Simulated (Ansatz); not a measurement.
RuC (R-3m, No. 166, 4 atoms in the cell; start mp-999259) was calculated with PBE in Ansatz (PAW).

Settings: plane-wave cutoff 520 eV, 22×22×22 k mesh, Fermi–Dirac smearing 0.05 eV, no spin polarisation, scalar-relativistic PAW data made under PBE.

Cell (relaxed at this level):

```cif
data_C2Ru2
_chemical_formula_sum 'Ru2 C2'
_space_group_name_H-M_alt 'P 1'
_space_group_IT_number 1
_cell_length_a 6.48475
_cell_length_b 6.48475
_cell_length_c 6.48475
_cell_angle_alpha 24.707
_cell_angle_beta 24.707
_cell_angle_gamma 24.707
loop_
_space_group_symop_operation_xyz
  'x, y, z'
loop_
_atom_site_label
_atom_site_type_symbol
_atom_site_fract_x
_atom_site_fract_y
_atom_site_fract_z
_atom_site_occupancy
Ru1 Ru 0.22903 0.22903 0.22903 1
Ru2 Ru 0.77097 0.77097 0.77097 1
C1 C 0.03709 0.03709 0.03709 1
C2 C 0.96291 0.96291 0.96291 1
```

Problem. Give the computed bulk modulus B0.

Solution. 
- bulk modulus B0: 287 GPa

Note: the run has no spin polarisation, so it can have missed a magnetic state; the bulk modulus is −V dP/dV from two relaxed cells at ±2 % in volume; the relaxation could not lower the start's symmetry, so the cell can be a saddle point above a distorted one.

Static lattice: no zero-point or thermal effects.

Cost on a shared machine: about 8 core-minutes (a rough figure).

A start named mp-… is a Materials Project structure, which need not be a measured phase.

Ansatz is an electronic-structure program.
